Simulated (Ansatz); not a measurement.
## HfS2 in the CdI2 type structure (space group P-3m1, No. 164; layered, stacked along the Cartesian z axis)

Space group P-3m1 (No. 164); a = 3.6057 Å, b = 3.6057 Å, c = 5.7680 Å, α = 90.00°, β = 90.00°, γ = 120.00°

```tsv
atom	site	symmetry	x	y	z
Hf	1a	-3m.	0.0000	0.0000	0.0000
S	2d	3m.	0.3333	0.6667	0.2525
```

The values are results of PBE-D3(BJ) (Ansatz, a quantum-chemistry and plane-wave program), no spin-orbit coupling, not measurements. Settings: 11×11×6 k-points, 0.05 eV Fermi–Dirac smearing.

The volume per atom comes out as 21.65 Å³, the density is 6.20 g/cm³ and the band gap comes out as 0.85 eV, indirect, Γ → L. The total energy is -5843.721 eV/atom (σ→0; compares only within this code and set-up).

With Hf present, leaving out spin-orbit coupling can change the band edges. Whether these cells are dynamically stable was not tested.
